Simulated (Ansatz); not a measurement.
**CdSnAs2 (P-4m2, No. 115, 4 atoms in the cell; start mp-1226725)**

These are r²SCAN+SOC (PAW; Ansatz, a quantum-chemistry and plane-wave program) values and carry that method's errors.

Run with plane-wave cutoff 560 eV, 14×14×10 k mesh (along the axes of the cell as run), Fermi–Dirac smearing 0.05 eV, PAW data made under PBE.

Cell (relaxed with PBEsol):

```
CdSnAs2
1.0
    4.26750     0.00000     0.00000
    0.00000     4.26750     0.00000
    0.00000     0.00000     6.13366
Cd Sn As
1 1 2
Direct
  0.00000   0.00000   0.00000
  0.50000   0.50000   0.50000
  0.00000   0.50000   0.24535
  0.50000   0.00000   0.75465
```

| Quantity | Value |
|---|---|
| band gap | 0.01 eV (under three smearing widths, so not firm) |
| smallest direct gap on the k points sampled | 0.10 eV (under three smearing widths, so not firm) |

Note: cell and atoms aren't relaxed at this level (largest force component 0.17 eV/Å, pressure 0.8 GPa).

A start named mp-… is a Materials Project structure, which need not be a measured phase.
